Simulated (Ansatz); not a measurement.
Base system: SrTe in the rock salt structure (space group Fm-3m, No. 225; a = 6.7190 Å).

The values are results of Kohn–Sham DFT with the PBE functional, run in Ansatz (a program for electronic structure) with PAW and 420 eV plane waves, no spin-orbit coupling, not measurements.

Base values:

The valley order is X along ⟨100⟩ 1.78 eV; Γ 2.75 eV.

Now apply this change: every lattice vector is shortened by 2.00 %; the atoms relax in the strained cell.

Question: Predict the new valley order.

Answer: The valley order (the lowest conduction-band minima on the path, energy above the VBM, named in the base's zone) goes from X along ⟨100⟩ 1.78 eV; Γ 2.75 eV to X along ⟨100⟩ 1.63 eV; Γ 3.02 eV.

Question: How does this affect the energy relative to the base?

Answer: The energy rises by 15 meV/atom.

Spin-orbit coupling, missing from the scalar runs, can matter with Te. The levels and masses belong to the bands next to the band gap. No phonon test of stability was made.
